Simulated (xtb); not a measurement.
xtb 6.7.1, GFN2-xTB: Ti(NEtMe)(OSiH3)3 (CC[N](C)[Ti]([O][SiH3])([O][SiH3])[O][SiH3]), 28 atoms. The geometry is a generated start, not checked to be a minimum at this level.

```json
{
 "run_flags": "--grad",
 "method": "GFN2-xTB",
 "--acc": "1 (default)",
 "--etemp (K)": "300 (default)",
 "basis_functions": "85",
 "valence_electrons": "68"
}
```

```xyz
28

Ti     0.2277    -0.3915    -0.5539
N     -0.0509     0.2320     1.1498
C     -0.7893    -0.6671     2.0215
C      1.0257     0.9305     1.8286
C      0.5135     2.0503     2.7469
H     -1.3559    -0.1105     2.7818
H     -0.1082    -1.3663     2.5423
H     -1.4998    -1.2473     1.4184
H      1.6330     0.2215     2.4272
H      1.6674     1.3815     1.0549
H      0.0108     1.6391     3.6194
H      1.3428     2.6656     3.0854
H     -0.1901     2.6722     2.1950
O     -1.3780    -0.5583    -1.2186
Si    -2.7973    -0.0400    -1.7372
H     -3.6931     0.1310    -0.5721
H     -3.3438    -1.0685    -2.6409
H     -2.6467     1.2497    -2.4439
O      1.1041    -1.9057    -0.3766
Si     1.0654    -3.3744    -1.0051
H     -0.2185    -4.0266    -0.6551
H      2.1883    -4.1133    -0.4057
H      1.2186    -3.3086    -2.4786
O      1.2446     0.7702    -1.3813
Si     1.2044     1.8209    -2.5858
H      0.6407     1.1877    -3.8010
H      2.5971     2.2372    -2.8307
H      0.3877     2.9887    -2.1848
```

Charge 0 and multiplicity 1 are set for this test and not shown to be the ground state.

One run each on 1 thread. Values of broydamp tried: 0.02, 0.05, 0.1, 0.2, 0.4 (default), 0.6, 0.8, 1.

### Question
Which value of broydamp needs the fewest SCC iterations, and what happens away from it?

### Answer
Fewest SCC iterations, within one of each other: 0.4 (default) with 14, 0.6 with 15, 0.8 with 15. The count rises to 23 at 0.02. All converge to one solution.

| broydamp | SCC iterations | end |
|---|---|---|
| 0.02 | 23 | same solution |
| 0.05 | 21 | same solution |
| 0.1 | 18 | same solution |
| 0.2 | 16 | same solution |
| 0.4 (default) | 14 | same solution |
| 0.6 | 15 | same solution |
| 0.8 | 15 | same solution |
| 1 | 16 | same solution |
